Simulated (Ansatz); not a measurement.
The reference is Hf in the hcp (Mg type) structure (space group P6_3/mmc, No. 194; a = 3.117 Å, c = 4.950 Å; relaxed with 0.1 eV smearing). Axes: x lies along a and z along c of the hexagonal cell.

All numbers come from LDA, PAW, 420 eV (Ansatz, a program for electronic structure; spin-orbit coupling left out).

Base values:

* **Band gap**: zero
* **Pressure**: 0.0 GPa

Modification: tensor shear ε_xz = +2.00 % (engineering shear γ = 0.0400); the atoms relax in the strained cell.

Question: Predict the new energy relative to the base, band gap and pressure.

Answer: The energy grows by 4.5 meV/atom; the band gap stays zero; the pressure (mean of the normal stresses, compression positive) stays 0.0 GPa.

Whether these cells are dynamically stable was not tested. All final runs are without spin polarisation.
